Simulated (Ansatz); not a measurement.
**One S atom on a Si site, 4x4x4 cubic cells, neutral, without spin**

Geometry as solved with PBE, support functions at accuracy medium on the grid of 420 eV in Ansatz (a first-principles code).

```xyz
512
Lattice="21.88 0.00 0.00 0.00 21.88 0.00 0.00 0.00 21.88" Properties=species:S:1:pos:R:3 pbc="T T T"
Si     0.00     0.00     0.00
Si     1.37     1.37     1.37
Si     2.74     2.74     0.00
Si     4.10     4.10     1.37
Si     2.74     0.00     2.74
Si     4.10     1.37     4.10
Si     0.00     2.74     2.74
Si     1.37     4.10     4.10
Si     0.00     0.00     5.47
Si     1.37     1.37     6.84
Si     2.74     2.74     5.47
Si     4.10     4.10     6.84
Si     2.73     0.00     8.21
Si     4.10     1.37     9.57
Si     0.00     2.73     8.21
Si     1.37     4.10     9.57
Si     0.00     0.00    10.94
Si     1.37     1.37    12.31
Si     2.74     2.74    10.94
Si     4.10     4.10    12.31
Si     2.74     0.00    13.67
Si     4.10     1.37    15.04
Si     0.00     2.73    13.67
Si     1.37     4.10    15.04
Si     0.00     0.00    16.41
Si     1.37     1.37    17.78
Si     2.74     2.74    16.41
Si     4.10     4.10    17.78
Si     2.74     0.00    19.14
Si     4.10     1.37    20.51
Si     0.00     2.74    19.14
Si     1.37     4.10    20.51
Si     0.00     5.47     0.00
Si     1.37     6.84     1.37
Si     2.74     8.21     0.00
Si     4.10     9.57     1.37
Si     2.74     5.47     2.74
Si     4.10     6.84     4.10
Si     0.00     8.21     2.73
Si     1.37     9.57     4.10
Si     0.00     5.47     5.47
Si     1.37     6.84     6.84
Si     2.74     8.21     5.47
Si     4.10     9.57     6.84
Si     2.73     5.47     8.20
Si     4.10     6.84     9.57
Si     0.00     8.20     8.20
Si     1.37     9.57     9.57
Si     0.00     5.47    10.94
Si     1.37     6.84    12.31
Si     2.73     8.20    10.94
Si     4.10     9.57    12.31
Si     2.74     5.47    13.67
Si     4.10     6.84    15.04
Si     0.00     8.20    13.67
Si     1.37     9.57    15.04
Si     0.00     5.47    16.41
Si     1.37     6.84    17.78
Si     2.74     8.21    16.41
Si     4.10     9.57    17.78
Si     2.74     5.47    19.14
Si     4.10     6.84    20.51
Si     0.00     8.21    19.15
Si     1.37     9.57    20.51
Si     0.00    10.94     0.00
Si     1.37    12.31     1.37
Si     2.73    13.67     0.00
Si     4.10    15.04     1.37
Si     2.74    10.94     2.74
Si     4.10    12.31     4.10
Si     0.00    13.67     2.73
Si     1.37    15.04     4.10
Si     0.00    10.94     5.47
Si     1.37    12.31     6.84
Si     2.74    13.67     5.47
Si     4.10    15.04     6.84
Si     2.73    10.94     8.20
Si     4.10    12.31     9.57
Si     0.00    13.67     8.20
Si     1.37    15.04     9.57
Si     0.00    10.94    10.94
Si     1.37    12.31    12.31
Si     2.73    13.67    10.94
Si     4.10    15.04    12.31
Si     2.73    10.94    13.68
Si     4.10    12.31    15.04
Si     0.00    13.68    13.68
Si     1.37    15.04    15.04
Si     0.00    10.94    16.41
Si     1.37    12.31    17.78
Si     2.73    13.67    16.41
Si     4.10    15.04    17.78
Si     2.74    10.94    19.14
Si     4.10    12.31    20.51
Si     0.00    13.67    19.15
Si     1.37    15.04    20.51
Si     0.00    16.41     0.00
Si     1.37    17.78     1.37
Si     2.74    19.14     0.00
Si     4.10    20.51     1.37
Si     2.74    16.41     2.74
Si     4.10    17.78     4.10
Si     0.00    19.14     2.74
Si     1.37    20.51     4.10
Si     0.00    16.41     5.47
Si     1.37    17.78     6.84
Si     2.74    19.14     5.47
Si     4.10    20.51     6.84
Si     2.74    16.41     8.21
Si     4.10    17.78     9.57
Si     0.00    19.15     8.21
Si     1.37    20.51     9.57
Si     0.00    16.41    10.94
Si     1.37    17.78    12.31
Si     2.74    19.14    10.94
Si     4.10    20.51    12.31
Si     2.74    16.41    13.67
Si     4.10    17.78    15.04
Si     0.00    19.14    13.67
Si     1.37    20.51    15.04
Si     0.00    16.41    16.41
Si     1.37    17.78    17.78
Si     2.74    19.14    16.41
Si     4.10    20.51    17.78
Si     2.73    16.41    19.14
Si     4.10    17.78    20.51
Si     0.00    19.14    19.14
Si     1.37    20.51    20.51
Si     5.47     0.00     0.00
Si     6.84     1.37     1.37
Si     8.21     2.73     0.00
Si     9.57     4.10     1.37
Si     8.21     0.00     2.73
Si     9.57     1.37     4.10
Si     5.47     2.74     2.74
Si     6.84     4.10     4.10
Si     5.47     0.00     5.47
Si     6.84     1.37     6.84
Si     8.21     2.73     5.47
Si     9.57     4.10     6.84
Si     8.21     0.00     8.20
Si     9.57     1.37     9.57
Si     5.47     2.73     8.21
Si     6.84     4.10     9.57
Si     5.47     0.00    10.94
Si     6.84     1.37    12.31
Si     8.20     2.73    10.94
Si     9.57     4.10    12.31
Si     8.20     0.00    13.68
Si     9.57     1.37    15.04
Si     5.47     2.74    13.67
Si     6.84     4.10    15.04
Si     5.47     0.00    16.41
Si     6.84     1.37    17.78
Si     8.21     2.74    16.41
Si     9.57     4.10    17.78
Si     8.21     0.00    19.15
Si     9.57     1.37    20.51
Si     5.47     2.74    19.14
Si     6.84     4.10    20.51
Si     5.47     5.47     0.00
Si     6.84     6.84     1.37
Si     8.20     8.20     0.00
Si     9.57     9.57     1.37
Si     8.21     5.47     2.73
Si     9.57     6.84     4.10
Si     5.47     8.21     2.74
Si     6.84     9.57     4.10
Si     5.47     5.47     5.47
Si     6.84     6.84     6.84
Si     8.20     8.20     5.46
Si     9.57     9.57     6.83
Si     8.20     5.46     8.20
Si     9.57     6.83     9.57
Si     5.47     8.20     8.20
Si     6.83     9.57     9.57
Si     5.47     5.47    10.94
Si     6.84     6.84    12.31
Si     8.20     8.20    10.92
Si     9.51     9.51    12.37
Si     8.21     5.47    13.67
Si     9.57     6.84    15.04
Si     5.47     8.21    13.67
Si     6.84     9.57    15.04
Si     5.47     5.47    16.41
Si     6.84     6.84    17.78
Si     8.21     8.21    16.41
Si     9.57     9.57    17.78
Si     8.21     5.47    19.14
Si     9.57     6.84    20.51
Si     5.47     8.21    19.14
Si     6.84     9.57    20.51
Si     5.47    10.94     0.00
Si     6.84    12.31     1.37
Si     8.20    13.68     0.00
Si     9.57    15.04     1.37
Si     8.21    10.94     2.73
Si     9.57    12.31     4.10
Si     5.47    13.67     2.74
Si     6.84    15.04     4.10
Si     5.47    10.94     5.47
Si     6.84    12.31     6.84
Si     8.21    13.67     5.47
Si     9.57    15.04     6.84
Si     8.20    10.92     8.20
Si     9.51    12.37     9.51
Si     5.47    13.67     8.21
Si     6.84    15.04     9.57
Si     5.47    10.94    10.94
Si     6.83    12.31    12.31
Si     8.20    13.68    10.96
Si     9.57    15.05    12.31
Si     8.20    10.96    13.68
Si     9.57    12.31    15.05
Si     5.46    13.68    13.68
Si     6.84    15.04    15.04
Si     5.47    10.94    16.41
Si     6.84    12.31    17.78
Si     8.20    13.68    16.42
Si     9.57    15.04    17.78
Si     8.20    10.94    19.15
Si     9.57    12.31    20.51
Si     5.47    13.67    19.15
Si     6.84    15.04    20.51
Si     5.47    16.41     0.00
Si     6.84    17.78     1.37
Si     8.21    19.15     0.00
Si     9.57    20.51     1.37
Si     8.21    16.41     2.74
Si     9.57    17.78     4.10
Si     5.47    19.14     2.74
Si     6.84    20.51     4.10
Si     5.47    16.41     5.47
Si     6.84    17.78     6.84
Si     8.21    19.14     5.47
Si     9.57    20.51     6.84
Si     8.21    16.41     8.21
Si     9.57    17.78     9.57
Si     5.47    19.14     8.21
Si     6.84    20.51     9.57
Si     5.47    16.41    10.94
Si     6.84    17.78    12.31
Si     8.21    19.15    10.94
Si     9.57    20.51    12.31
Si     8.20    16.42    13.68
Si     9.57    17.78    15.04
Si     5.47    19.14    13.67
Si     6.84    20.51    15.04
Si     5.47    16.41    16.41
Si     6.84    17.78    17.78
Si     8.21    19.15    16.41
Si     9.57    20.51    17.78
Si     8.21    16.41    19.15
Si     9.57    17.78    20.51
Si     5.47    19.14    19.14
Si     6.84    20.51    20.51
Si    10.94     0.00     0.00
Si    12.31     1.37     1.37
Si    13.67     2.73     0.00
Si    15.04     4.10     1.37
Si    13.67     0.00     2.73
Si    15.04     1.37     4.10
Si    10.94     2.74     2.74
Si    12.31     4.10     4.10
Si    10.94     0.00     5.47
Si    12.31     1.37     6.84
Si    13.67     2.74     5.47
Si    15.04     4.10     6.84
Si    13.68     0.00     8.20
Si    15.04     1.37     9.57
Si    10.94     2.73     8.20
Si    12.31     4.10     9.57
Si    10.94     0.00    10.94
Si    12.31     1.37    12.31
Si    13.68     2.73    10.94
Si    15.04     4.10    12.31
Si    13.68     0.00    13.68
Si    15.04     1.37    15.04
Si    10.94     2.73    13.68
Si    12.31     4.10    15.04
Si    10.94     0.00    16.41
Si    12.31     1.37    17.78
Si    13.67     2.74    16.41
Si    15.04     4.10    17.78
Si    13.67     0.00    19.15
Si    15.04     1.37    20.51
Si    10.94     2.74    19.14
Si    12.31     4.10    20.51
Si    10.94     5.47     0.00
Si    12.31     6.84     1.37
Si    13.68     8.20     0.00
Si    15.04     9.57     1.37
Si    13.67     5.47     2.74
Si    15.04     6.84     4.10
Si    10.94     8.20     2.73
Si    12.31     9.57     4.10
Si    10.94     5.47     5.47
Si    12.31     6.84     6.84
Si    13.67     8.21     5.47
Si    15.04     9.57     6.84
Si    13.67     5.47     8.21
Si    15.04     6.84     9.57
Si    10.92     8.20     8.20
Si    12.37     9.51     9.51
Si    10.94     5.47    10.94
Si    12.31     6.83    12.31
Si    13.68     8.20    10.96
Si    15.05     9.57    12.31
Si    13.68     5.47    13.68
Si    15.04     6.84    15.04
Si    10.96     8.20    13.68
Si    12.31     9.57    15.05
Si    10.94     5.47    16.41
Si    12.31     6.84    17.78
Si    13.68     8.20    16.41
Si    15.04     9.57    17.78
Si    13.67     5.47    19.15
Si    15.04     6.84    20.51
Si    10.94     8.21    19.15
Si    12.31     9.57    20.51
Si    10.94    10.94     0.00
Si    12.31    12.31     1.37
Si    13.68    13.68     0.00
Si    15.04    15.04     1.37
Si    13.68    10.94     2.73
Si    15.04    12.31     4.10
Si    10.94    13.67     2.73
Si    12.31    15.04     4.10
Si    10.94    10.94     5.47
Si    12.31    12.31     6.83
Si    13.68    13.68     5.47
Si    15.04    15.04     6.84
Si    13.68    10.96     8.20
Si    15.05    12.31     9.57
Si    10.96    13.68     8.20
Si    12.31    15.05     9.57
S     10.94    10.94    10.94
Si    12.37    12.37    12.37
Si    13.68    13.68    10.92
Si    15.04    15.04    12.31
Si    13.68    10.93    13.68
Si    15.04    12.31    15.04
Si    10.92    13.68    13.68
Si    12.31    15.04    15.04
Si    10.94    10.94    16.41
Si    12.31    12.31    17.78
Si    13.67    13.67    16.41
Si    15.04    15.04    17.78
Si    13.68    10.94    19.15
Si    15.04    12.31    20.51
Si    10.94    13.68    19.15
Si    12.31    15.04    20.51
Si    10.94    16.41     0.00
Si    12.31    17.78     1.37
Si    13.67    19.14     0.00
Si    15.04    20.51     1.37
Si    13.67    16.41     2.74
Si    15.04    17.78     4.10
Si    10.94    19.14     2.74
Si    12.31    20.51     4.10
Si    10.94    16.41     5.47
Si    12.31    17.78     6.84
Si    13.67    19.14     5.47
Si    15.04    20.51     6.84
Si    13.68    16.42     8.20
Si    15.04    17.78     9.57
Si    10.94    19.15     8.21
Si    12.31    20.51     9.57
Si    10.94    16.41    10.94
Si    12.31    17.78    12.31
Si    13.68    19.15    10.94
Si    15.04    20.51    12.31
Si    13.67    16.41    13.67
Si    15.04    17.78    15.04
Si    10.94    19.15    13.68
Si    12.31    20.51    15.04
Si    10.94    16.41    16.41
Si    12.31    17.78    17.78
Si    13.67    19.14    16.41
Si    15.04    20.51    17.78
Si    13.67    16.41    19.14
Si    15.04    17.78    20.51
Si    10.94    19.14    19.14
Si    12.31    20.51    20.51
Si    16.41     0.00     0.00
Si    17.78     1.37     1.37
Si    19.14     2.74     0.00
Si    20.51     4.10     1.37
Si    19.14     0.00     2.74
Si    20.51     1.37     4.10
Si    16.41     2.73     2.74
Si    17.78     4.10     4.10
Si    16.41     0.00     5.47
Si    17.78     1.37     6.84
Si    19.14     2.74     5.47
Si    20.51     4.10     6.84
Si    19.15     0.00     8.21
Si    20.51     1.37     9.57
Si    16.41     2.74     8.21
Si    17.78     4.10     9.57
Si    16.41     0.00    10.94
Si    17.78     1.37    12.31
Si    19.14     2.74    10.94
Si    20.51     4.10    12.31
Si    19.15     0.00    13.67
Si    20.51     1.37    15.04
Si    16.41     2.74    13.67
Si    17.78     4.10    15.04
Si    16.41     0.00    16.41
Si    17.78     1.37    17.78
Si    19.14     2.74    16.41
Si    20.51     4.10    17.78
Si    19.14     0.00    19.14
Si    20.51     1.37    20.51
Si    16.41     2.74    19.14
Si    17.78     4.10    20.51
Si    16.41     5.47     0.00
Si    17.78     6.84     1.37
Si    19.15     8.21     0.00
Si    20.51     9.57     1.37
Si    19.14     5.47     2.74
Si    20.51     6.84     4.10
Si    16.41     8.21     2.74
Si    17.78     9.57     4.10
Si    16.41     5.47     5.47
Si    17.78     6.84     6.84
Si    19.14     8.21     5.47
Si    20.51     9.57     6.84
Si    19.14     5.47     8.21
Si    20.51     6.84     9.57
Si    16.41     8.21     8.21
Si    17.78     9.57     9.57
Si    16.41     5.47    10.94
Si    17.78     6.84    12.31
Si    19.15     8.20    10.94
Si    20.51     9.57    12.31
Si    19.15     5.47    13.67
Si    20.51     6.84    15.04
Si    16.42     8.20    13.68
Si    17.78     9.57    15.04
Si    16.41     5.47    16.41
Si    17.78     6.84    17.78
Si    19.14     8.21    16.41
Si    20.51     9.57    17.78
Si    19.14     5.47    19.14
Si    20.51     6.84    20.51
Si    16.41     8.21    19.15
Si    17.78     9.57    20.51
Si    16.41    10.94     0.00
Si    17.78    12.31     1.37
Si    19.15    13.67     0.00
Si    20.51    15.04     1.37
Si    19.14    10.94     2.74
Si    20.51    12.31     4.10
Si    16.41    13.67     2.73
Si    17.78    15.04     4.10
Si    16.41    10.94     5.47
Si    17.78    12.31     6.84
Si    19.15    13.67     5.47
Si    20.51    15.04     6.84
Si    19.15    10.94     8.20
Si    20.51    12.31     9.57
Si    16.42    13.68     8.20
Si    17.78    15.04     9.57
Si    16.41    10.94    10.94
Si    17.78    12.31    12.31
Si    19.15    13.68    10.94
Si    20.51    15.04    12.31
Si    19.15    10.94    13.68
Si    20.51    12.31    15.04
Si    16.41    13.67    13.67
Si    17.78    15.04    15.04
Si    16.41    10.94    16.41
Si    17.78    12.31    17.78
Si    19.14    13.67    16.41
Si    20.51    15.04    17.78
Si    19.14    10.94    19.14
Si    20.51    12.31    20.51
Si    16.41    13.67    19.14
Si    17.78    15.04    20.51
Si    16.41    16.41     0.00
Si    17.78    17.78     1.37
Si    19.14    19.14     0.00
Si    20.51    20.51     1.37
Si    19.14    16.41     2.74
Si    20.51    17.78     4.10
Si    16.41    19.14     2.74
Si    17.78    20.51     4.10
Si    16.41    16.41     5.47
Si    17.78    17.78     6.84
Si    19.14    19.14     5.47
Si    20.51    20.51     6.84
Si    19.15    16.41     8.21
Si    20.51    17.78     9.57
Si    16.41    19.15     8.21
Si    17.78    20.51     9.57
Si    16.41    16.41    10.94
Si    17.78    17.78    12.31
Si    19.14    19.14    10.94
Si    20.51    20.51    12.31
Si    19.14    16.41    13.67
Si    20.51    17.78    15.04
Si    16.41    19.14    13.67
Si    17.78    20.51    15.04
Si    16.41    16.41    16.41
Si    17.78    17.78    17.78
Si    19.14    19.14    16.41
Si    20.51    20.51    17.78
Si    19.14    16.41    19.14
Si    20.51    17.78    20.51
Si    16.41    19.14    19.14
Si    17.78    20.51    20.51
```
